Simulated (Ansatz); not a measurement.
A computed series for LiCl: response to strain

Consider LiCl in the rock salt structure (space group Fm-3m, No. 225; a = 5.112 Å). Axes: x, y, z lie along the cube axes.

Strains are applied to the cell and any free atomic positions relax; under biaxial strain the out-of-plane vector relaxes too; under stress the whole cell relaxes.

Calculations: r2SCAN (Ansatz, a first-principles code, PAW, no spin-orbit coupling).

Candidates:
(a) strain tensor (xx, yy, zz, yz, xz, xy) = (−1.63, +1.13, +1.26, +0.61, +1.45, −0.86) %
(b) uniaxial stress, 2 GPa tension along x
(c) biaxial strain −4.57 %, plane normal [110], relaxed out of plane
(d) uniaxial strain ε_xx = +3.76 %
(e) uniaxial strain ε_zz = −2.49 %

Notes on the quantities. energy relative to the base: free energy F.

Task: Order them by energy relative to the base, lowest first.

Result: (e) uniaxial strain ε_zz = −2.49 % (+2.2 meV/atom), (a) strain tensor (xx, yy, zz, yz, xz, xy) = (−1.63, +1.13, +1.26, +0.61, +1.45, −0.86) % (+3.0 meV/atom), (d) uniaxial strain ε_xx = +3.76 % (+3.8 meV/atom), (b) uniaxial stress, 2 GPa tension along x (+6.5 meV/atom), (c) biaxial strain −4.57 %, plane normal [110], relaxed out of plane (+19 meV/atom)

Stability under load was not tested beyond the relaxation.
